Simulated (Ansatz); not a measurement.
## CrO2: Cr → Ta

The parent structure is CrO2 in the rutile structure (space group P4_2/mnm, No. 136; a = 4.392 Å, c = 2.888 Å; ferromagnetic).

Modification: every Cr is replaced by Ta, then cell and atoms are relaxed.

All numbers come from PBEsol/PAW in Ansatz (an electronic-structure program), spin-orbit coupling left out. Γ-centred 10×10×16 mesh, Fermi–Dirac width 0.05 eV, for the changed cell.

```
quantity                                     base             changed        shift
-----------------------------  ------------------  ------------------  -----------
density                                5.01 g/cm³         10.12 g/cm³  +5.11 g/cm³
lattice parameter a                       4.392 Å             4.950 Å    +0.5574 Å
c/a ratio                                   0.657               0.576       -0.081
space group                    P4_2/mnm (No. 136)  P4_2/mnm (No. 136)            –
shortest interatomic distance             1.884 Å             2.007 Å     +0.123 Å
band gap                                     zero                zero            –
```

Cost of the whole job for the changed cell (relaxation, final SCF and bands): very roughly 4 core-minutes.

Stability against distortions was not tested. For TaO2 in this form, whether it has been made was not checked. No Hubbard U is applied and the magnetic state is the run's own (CrO2 ferromagnetic); small cells can't hold the antiferromagnetic order that many such compounds have, so gaps and moments can be off. The base started in Pnnm and relaxed to P4_2/mnm at this level. Spin-polarised in the final run: base; the other runs are not.
